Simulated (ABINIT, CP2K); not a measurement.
An ABINIT input for a self-consistent single point of Cu3N (Pm-3m, 4 atoms in the cell) (DFT, PBE, plane waves, PAW (JTH v2.0 PBE PAW)):

```
# Cu3N, JTH v2.0 PBE PAW
pp_dirpath "./"
pseudos "Cu.GGA_PBE-JTH.xml, N.GGA_PBE-JTH.xml"
acell 3*1.0
rprim
         6.9444846155    0.0000000000    0.0000000000
         0.0000000000    6.9444846155    0.0000000000
         0.0000000000    0.0000000000    6.9444846155
natom 4
ntypat 2
znucl 29 7
typat 1 1 1 2
xred
         0.0000000000    0.0000000000    0.5000000000
         0.5000000000    0.0000000000    0.0000000000
         0.0000000000    0.5000000000    0.0000000000
         0.0000000000    0.0000000000    0.0000000000
ecut 60 Ry
pawecutdg 120 Ry
pawxcdev 0
ixc 11
occopt 3
tsmear 0.00499791
nband 40
kptopt 1
ngkpt 6 6 6
nshiftk 1
shiftk 0 0 0
nstep 50
toldfe 1.0e-09
prtwf 0
prtden 0
prtvol 1
```

Question: Write the same calculation as an input for CP2K.

Answer: One input that does it (others would too):

```
&GLOBAL
  PROJECT run
  RUN_TYPE ENERGY_FORCE
  PRINT_LEVEL LOW
&END GLOBAL
&FORCE_EVAL
  METHOD Quickstep
  STRESS_TENSOR ANALYTICAL
  &DFT
    BASIS_SET_FILE_NAME BASIS_MOLOPT
    POTENTIAL_FILE_NAME GTH_POTENTIALS
    &QS
      METHOD GPW
      EPS_DEFAULT 1E-10
    &END QS
    &MGRID
      CUTOFF 600
      REL_CUTOFF 40
      NGRIDS 5
    &END MGRID
    &SCF
      SCF_GUESS ATOMIC
      EPS_SCF 1E-7
      MAX_SCF 100
      ADDED_MOS 7
      &DIAGONALIZATION
        ALGORITHM STANDARD
      &END DIAGONALIZATION
      &MIXING
        METHOD BROYDEN_MIXING
        ALPHA 0.3
        NBUFFER 10
        BETA 1.5
      &END MIXING
      &SMEAR ON
        METHOD FERMI_DIRAC
        ELECTRONIC_TEMPERATURE [K] 1578.21
      &END SMEAR
    &END SCF
    &KPOINTS
      SCHEME MONKHORST-PACK 6 6 6
      GAMMA_CENTERED T
    &END KPOINTS
    &XC
      &XC_FUNCTIONAL PBE
      &END XC_FUNCTIONAL
    &END XC
    &PRINT
      &MO
        EIGENVALUES T
        OCCUPATION_NUMBERS T
        NDIGITS 8
        FILENAME mo
        &EACH
          QS_SCF 0
        &END EACH
        ADD_LAST NUMERIC
      &END MO
      &MULLIKEN OFF
      &END MULLIKEN
    &END PRINT
  &END DFT
  &SUBSYS
    &CELL
      A 3.67486300 0.00000000 0.00000000
      B 0.00000000 3.67486300 0.00000000
      C 0.00000000 0.00000000 3.67486300
      PERIODIC XYZ
    &END CELL
    &COORD
      Cu       0.00000000     0.00000000     1.83743150
      Cu       1.83743150     0.00000000     0.00000000
      Cu       0.00000000     1.83743150     0.00000000
      N        0.00000000     0.00000000     0.00000000
    &END COORD
    &KIND Cu
      BASIS_SET DZVP-MOLOPT-SR-GTH-q11
      POTENTIAL GTH-PBE-q11
    &END KIND
    &KIND N
      BASIS_SET DZVP-MOLOPT-SR-GTH-q5
      POTENTIAL GTH-PBE-q5
    &END KIND
  &END SUBSYS
  &PRINT
    &FORCES ON
    &END FORCES
    &STRESS_TENSOR ON
    &END STRESS_TENSOR
  &END PRINT
&END FORCE_EVAL
```

Basis, cutoffs, solver keys and any potentials are the target program's own. This input uses DFT PBE, GPW, DZVP-MOLOPT-SR-GTH basis, GTH-PBE potentials (GTH_POTENTIALS). Both were run: pressure 18.51 GPa in ABINIT and 22.05 in CP2K.

On ABINIT: the starting cell comes from a database of computed structures (which also holds hypothetical and non-ambient phases and stackings), without a prior relaxation at this level. Its lattice was rescaled by a random factor within 2.5 % of one. For this run, on top of that: lattice scaled by 0.98. Spin polarisation is off. With a pressure of about 19 GPa the cell is away from its equilibrium volume at this level. The run gives no clean gap (levels at the Fermi energy touch, overlap or are partly filled at this smearing), which alone does not show that the compound is a metal.

On CP2K: the starting cell comes from a database of computed structures (which also holds hypothetical and non-ambient phases and stackings), without a prior relaxation at this level. Its lattice was rescaled by a random factor within 2.5 % of one. For this run, on top of that: lattice scaled by 0.98. Spin polarisation is off. Values carry the incompleteness of an atom-centred basis. With a pressure of about 22 GPa the cell is away from its equilibrium volume at this level. The run gives no clean gap (levels at the Fermi energy touch, overlap or are partly filled at this smearing), which alone does not show that the compound is a metal.
